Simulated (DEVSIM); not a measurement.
Device: abrupt InP p-n junction, at 400 K.

Layer 1 from the left is InP, thickness (μm) 2.50, Na (cm⁻³) 1.3e16, τn (s) 2.4e-9, τp (s) 2.4e-9. Layer 2 from the left is InP, thickness (μm) 1.60, Nd (cm⁻³) 4.2e17, τn (s) 2.4e-9, τp (s) 2.4e-9.

Left contact: ohmic. Right contact: ohmic. Voltage is applied to the left contact. Recombination: SRH at mid-gap, radiative. Mobility is μmin + (μ − μmin)/(1 + (N/Nref)^α).

The device is made up for the run: typed textbook-type constants, with dimensions and the other settings drawn at random. Values at 300 K; Nc and Nv go as T^1.5, mobilities as T to minus their exponent, the gap by Varshni's rule with the affinity fixed.

InP: gap (eV) 1.344, affinity (eV) 4.38, permittivity 12.5, Nc (cm⁻³) 5.7e17, Nv (cm⁻³) 1.1e19, μn (cm²/Vs) 5200, μp (cm²/Vs) 170, μn,min 400, μp,min 10, Nref,n 3e17, Nref,p 4.9e17, αn 0.47, αp 0.62, T exponent of μn 2, T exponent of μp 2, B (cm³/s) 1.2e-10, Varshni α (eV/K) 0.000363, Varshni β (K) 162.

DEVSIM, 1D drift-diffusion, Boltzmann statistics, complete ionisation; no tunnelling, impact ionisation, image-force lowering or self-heating.

Question: What does the simulation give for the dark forward voltage at 100 A/cm², the largest field in the device at zero bias?

Answer: dark forward voltage at 100 A/cm² 0.857 V; largest field in the device at zero bias 65000 V/cm.
